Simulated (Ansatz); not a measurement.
Given:

```xyz
6
Lattice="3.7531 0.0000 0.0000 0.0000 3.7531 0.0000 0.0000 0.0000 5.4591" Properties=species:S:1:pos:R:3 pbc="T T T"
Hf     0.0000     0.0000     0.0000
Hf     1.8766     1.8766     2.7296
O      0.0000     1.8766     0.9206
O      0.0000     1.8766     3.6501
O      1.8766     0.0000     1.8090
O      1.8766     0.0000     4.5385
```

No spin polarisation.

Calculations: r2SCAN (Ansatz, a first-principles code), scalar-relativistic without spin-orbit coupling. Settings: 9×9×7 k-points, 0.05 eV Fermi–Dirac smearing.

Estimate the pressure (mean of the normal stresses, compression positive).

-21.31 GPa.

Predict the band gap.

4.78 eV.

Predict the width of the top valence band.

0.90 eV.

What is the computed gap character?

Indirect, M–Γ (47 % along) → Γ.

Spin-orbit coupling, missing from the scalar runs, can matter with Hf. The cells carry an imposed strain or load. Whether these cells are dynamically stable was not tested. The cell was made from HfO2 (space group P4_2/nmc, No. 137) by this change: isotropic strain +4.93 %. This is not the structure that HfO2 has at room temperature and ambient pressure.
